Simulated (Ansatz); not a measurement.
## Response to strain in hypothetical zinc blende LaN

Base system: LaN in the zinc blende structure (space group F-43m, No. 216; a = 5.613 Å; a hypothetical phase, not in the database extracts checked). Axes: x, y, z lie along the cube axes.

Strains are applied to the cell and any free atomic positions relax; under biaxial strain the out-of-plane vector relaxes too.

Levels (all Ansatz, a quantum-chemistry and plane-wave program, PAW): PBE (420 eV, spin-orbit coupling left out); PBEsol (420 eV, no spin-orbit coupling).

The base cell above is that of PBE; each level relaxes its own structures.

Notes on the quantities. pressure: mean of the normal stresses, compression positive.

| case | pressure, PBE | pressure, PBEsol |
|---|---|---|
| biaxial strain −2.90 %, plane normal [001], relaxed out of plane | 13.0 kbar | 12.5 kbar |
| biaxial strain +0.53 %, plane normal [111], relaxed out of plane | -4.4 kbar | -4.4 kbar |
| isotropic strain −4.23 % | 141.0 kbar | 149.8 kbar |
| isotropic strain +4.73 % | -92.3 kbar | -98.9 kbar |
| tensor shear ε_xy = +3.09 % | 0.0 kbar | -0.5 kbar |
| tensor shear ε_yz = −1.06 % | 0.1 kbar | 0.0 kbar |

The two levels differ by at most about 8.7 kbar. They put the cases in the same order.

Stability against distortions was not tested.
